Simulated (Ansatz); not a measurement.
System: antifluorite K2S. Method: PBE-D4 (Ansatz, a program for electronic structure, plane waves, PAW).

Settings: plane-wave cutoff 520 eV, 8×8×8 k mesh, Fermi–Dirac smearing 0.01 eV, scalar-relativistic PAW data made under PBE.

Cell (relaxed at this level):

```
CELL_PARAMETERS angstrom
      0.00000     3.70053     3.70053
      3.70053     0.00000     3.70053
      3.70053     3.70053     0.00000
ATOMIC_POSITIONS crystal
  K  0.25000 0.25000 0.25000
  K  0.75000 0.75000 0.75000
  S  0.00000 0.00000 0.00000
```

Give the computed band gap and smallest direct gap on the k points sampled.


band gap: 2.39 eV (indirect)
smallest direct gap on the k points sampled: 2.58 eV

Computed values are for the static lattice.
